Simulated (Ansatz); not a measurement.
The starting structures come from a database of crystals and need not be the phases stable at ambient conditions.

Inside the gap of an insulator the Bloch states are evanescent, with a wavenumber k + iκ along the transport direction.

```
CELL_PARAMETERS angstrom
      6.75066     0.00000     0.00000
      0.00000     9.54687     0.00000
      3.37533     4.77344     3.37533
ATOMIC_POSITIONS crystal
  In 0.75000 0.12500 0.50000
  In 0.25000 0.62500 0.00000
  In 0.25000 0.62500 0.50000
  In 0.75000 0.62500 0.00000
  Si 0.75000 0.62500 0.50000
  Si 0.25000 0.12500 0.00000
  Si 0.25000 0.12500 0.50000
  Si 0.75000 0.12500 0.00000
  O  0.00000 0.80392 0.00000
  O  0.50000 0.05392 0.00000
  O  0.00000 0.19608 0.00000
  O  0.50000 0.44608 0.00000
  O  0.00000 0.80392 0.39216
  O  0.50000 0.05392 0.39216
  O  0.00000 0.19608 0.60784
  O  0.50000 0.44608 0.60784
  O  0.60784 0.80392 0.39216
  O  0.10784 0.05392 0.39216
  O  0.39216 0.19608 0.60784
  O  0.89216 0.44608 0.60784
  O  0.00000 0.50000 0.00000
  O  0.50000 0.75000 0.00000
```

Space group of this cell: Fd-3m. The cell is taken as given; by r2SCAN its mean pressure is -8.9 GPa.

Transport runs along the normal of the first two printed cell vectors, the (110) plane of the conventional cell.

The gap is the functional's own. No spin-orbit coupling. Mid-gap values are interpolated on the energy grid.

### Question
Compute, with r2SCAN (Ansatz, a program for electronic structure), the band gap and the smallest decay constant κ at mid-gap.

### Answer
Gap 2.37 eV on a 10×10×10 mesh; κ = 0.239 1/Å, at the zone centre.
